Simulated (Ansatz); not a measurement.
By PBEsol, the system below comes out a metal.

A figure of merit of an interconnect metal is its ballistic conductance per area.

Here is the system:

```xyz
2
Lattice="3.1346 0.0000 0.0000 0.0000 5.7627 0.0000 1.5673 -2.8813 2.8813" Properties=species:S:1:pos:R:3 pbc="T T T"
Sn     3.9183     0.0000     2.8813
Sn     0.0000     0.0000     0.0000
```

Space group of this cell: I4_1/amd. The cell is strained (all lengths scaled by 0.98); by PBEsol its mean pressure is 2.0 GPa.

The current flows along the normal of the first two printed cell vectors, the (100) plane of the conventional cell. No spin-orbit coupling; the value is a mean over 0.1 eV about the Fermi level.

Problem. Give the ballistic conductance per area that PBEsol (Ansatz, a quantum-chemistry and plane-wave program) yields.

Solution. 0.85 × 10¹⁵ S/m² for both spins.
